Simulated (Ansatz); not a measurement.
Input:

End structure of a constructed model of the (0001) surface of hcp Ti, a pseudomorphic layer of Pt in the other hollow (bottom of the slab: a bare face, its two planes held):

```yaml
crystal:
  lattice:
    - [2.93864, 0.00000, 0.00000]
    - [-1.46932, 2.54493, 0.00000]
    - [0.00000, 0.00000, 30.50000]
  atoms:
    - { symbol: Ti, position: [0.66667, 0.33333, 0.26722] }
    - { symbol: Ti, position: [0.33333, 0.66667, 0.34348] }
    - { symbol: Ti, position: [0.66667, 0.33333, 0.42074] }
    - { symbol: Ti, position: [0.33333, 0.66667, 0.49671] }
    - { symbol: Ti, position: [0.66667, 0.33333, 0.57448] }
    - { symbol: Ti, position: [0.33333, 0.66667, 0.64825] }
    - { symbol: Pt, position: [0.00000, 0.00000, 0.71450] }
```

Set-up: 7 atoms, 14.2 Å thick at the start; mesh 15x15x1; 0.1 eV smearing; dipole correction on; 2 atoms held, the rest relaxed; symmetry of the start imposed; no spin, no spin-orbit, no U. In PBE it is, or lies within 0.01 eV a 1x1 cell of, the lowest of the 2 structures of its composition computed so far; larger cells were not tried.

### Question
Estimate the work function of the top face that PBE in Ansatz (a program for electronic structure) returns for this input.

### Answer
4.29 eV
